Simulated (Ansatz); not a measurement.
**Carrier doping in BN**

Start from BN (space group P6_3/mmc, No. 194; a = 2.501 Å, c = 6.526 Å; layered, stacked along the Cartesian z axis).

Carriers are added at fixed cell with a uniform background; the Fermi–Dirac width is that of 300 K.

The values are results of r2SCAN+rVV10 in Ansatz (plane waves to 500 eV, PAW, no SOC), not measurements.

Notes on the quantities. Fermi level from band edge: Fermi level relative to the doped band's edge (positive inside the band; to 0.05 eV).

```tsv
variant	Fermi level from band edge	gap between the host's bands
undoped	–	4.73 eV
electrons 1.0×10^21 cm⁻³	+0.15 eV	4.72 eV
electrons 2.0×10^21 cm⁻³	+0.25 eV	4.71 eV
electrons 5.0×10^21 cm⁻³	+0.45 eV	4.68 eV
electrons 2.0×10^22 cm⁻³	+0.95 eV	4.57 eV
holes 1.0×10^21 cm⁻³	+0.05 eV	4.76 eV
holes 2.0×10^21 cm⁻³	+0.10 eV	4.79 eV
holes 5.0×10^21 cm⁻³	+0.20 eV	4.89 eV
holes 2.0×10^22 cm⁻³	+0.65 eV	5.37 eV
```

Carriers are added with a uniform compensating background; total energy and stress of such cells depend on the potential's zero and are not compared; many-body gap narrowing is missing at this level. No phonon test of stability was made.

Ansatz is a first-principles code.
